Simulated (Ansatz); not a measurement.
We consider HfO2 (P2₁2₁2, No. 18, 12 atoms in the cell; start mp-1224381; a measured phase of this formula has another space group), described by r²SCAN (Ansatz, an electronic-structure program, plane waves, PAW).

Numerical settings: plane-wave cutoff 560 eV, 8×8×8 k mesh, Fermi–Dirac smearing 0.01 eV, scalar-relativistic PAW data made under PBE.

Cell (relaxed at this level):

```xyz
12
Lattice="5.0089 0.0000 0.0000 0.0000 5.2495 0.0000 0.0000 0.0000 4.9579" Properties=species:S:1:pos:R:3 pbc="T T T"
Hf     1.3321     1.4796     3.6103
Hf     3.6768     3.7699     3.6103
Hf     3.8365     1.1452     1.3476
Hf     1.1724     4.1044     1.3476
O      2.5045     2.6248     2.1508
O      0.0000     0.0000     2.8071
O      2.5045     0.0000     2.6387
O      0.0000     2.6248     2.3192
O      1.4180     3.3855     4.4553
O      3.5909     1.8641     4.4553
O      3.9225     4.4888     0.5026
O      1.0864     0.7607     0.5026
```

**Question.** What does this level give for the band gap and Γ–Γ gap?

**Answer.** 
- band gap: 4.72 eV (on the SCF k mesh)
- Γ–Γ gap: 4.88 eV

Note: the relaxation could not lower the start's symmetry, so the cell can be a saddle point above a distorted one.

Spin–orbit coupling is not included.

Computed values are for the static lattice.

A start named mp-… is a Materials Project structure, which need not be a measured phase.
